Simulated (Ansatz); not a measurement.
Results of r²SCAN+rVV10 (Ansatz, an electronic-structure program, PAW) for corundum In2O3 (high-pressure phase).

Numerical settings: plane-wave cutoff 560 eV, 8×8×8 k mesh, Fermi–Dirac smearing 0.01 eV, scalar-relativistic PAW data made under PBE.

Cell (relaxed at this level):

```xyz
10
Lattice="2.7493 1.5873 4.8298 -2.7493 1.5873 4.8298 0.0000 -3.1746 4.8298" Properties=species:S:1:pos:R:3 pbc="T T T"
In     0.0000     0.0000     5.1786
In     0.0000     0.0000     2.0662
In     0.0000     0.0000     9.3109
In     0.0000     0.0000    12.4234
O     -1.1199     1.5873     8.4522
O     -0.8147    -1.7635     8.4522
O      1.9346     0.1763     8.4522
O      1.1199    -1.5873     6.0373
O      0.8147     1.7635     6.0373
O     -1.9346    -0.1763     6.0373
```

Q: Estimate the band gap and smallest direct gap on the k points sampled that the calculation returns.

A: 
band gap: 1.81 eV
smallest direct gap on the k points sampled: 1.84 eV

Spin–orbit coupling is not included.
